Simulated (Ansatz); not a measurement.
Take InAs in the zinc blende structure (space group F-43m, No. 216; a = 6.087 Å) as the base.

All numbers come from PBEsol/PAW in Ansatz (a first-principles code), without spin-orbit coupling.

Before the change:

- Pressure = 0.0 GPa
- Band gap = zero

It is then changed as follows: an isotropic linear strain of +2.50 %; the atoms relax in the strained cell.

Problem. How does this affect the energy relative to the base?

Solution. The energy increases by 25 meV/atom.

Problem. Predict the new pressure.

Solution. The pressure goes from zero to -3.5 GPa.

Problem. Predict the new band gap.

Solution. The band gap is still zero.

A case with no gap was solved on a k-mesh chosen for an insulator, which is coarse for it. Whether these cells are dynamically stable was not tested. The final runs are not spin-polarised. A zero or small gap of InAs can be the functional's error rather than a property of the material.
